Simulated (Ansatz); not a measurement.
## BaF2: pressure series

Consider BaF₂ in the fluorite structure (space group Fm-3m, No. 225).

```
BaF2
1.0
    0.00000     3.12321     3.12321
    3.12321     0.00000     3.12321
    3.12321     3.12321     0.00000
Ba F
1 2
Cartesian
  0.00000   0.00000   0.00000
  1.56160   1.56160   1.56160
  4.68481   4.68481   4.68481
```

Cell and atoms are relaxed at each pressure.

Calculations: DFT with PBE, PAW potentials and a 420 eV plane-wave cutoff in Ansatz (an electronic-structure program), no spin-orbit coupling.

```csv
pressure (GPa),volume per atom (Å³/atom)
-2,21.150
-1,20.704
0,20.310
3,19.335
7,18.347
15,16.950
30,?
75,12.755
100,11.931
```

Fit the third-order Birch–Murnaghan form P(V) = (3B₀/2)[(V₀/V)^(7/3) − (V₀/V)^(5/3)]·[1 + (3/4)(B₀′ − 4)((V₀/V)^(2/3) − 1)] (squares taken in P) to the rows shown and predict the withheld row.

Least squares on the printed values gives V₀ = 20.304 Å³/atom, B₀ = 55.3 GPa, B₀′ = 4.5; this predicts 15.290 Å³/atom, and the run gives 15.291 Å³/atom, in agreement.

Load acts through the strain it causes; cell and atoms are relaxed under it. No phonon test of stability was made. Competing high-pressure phases were not computed.
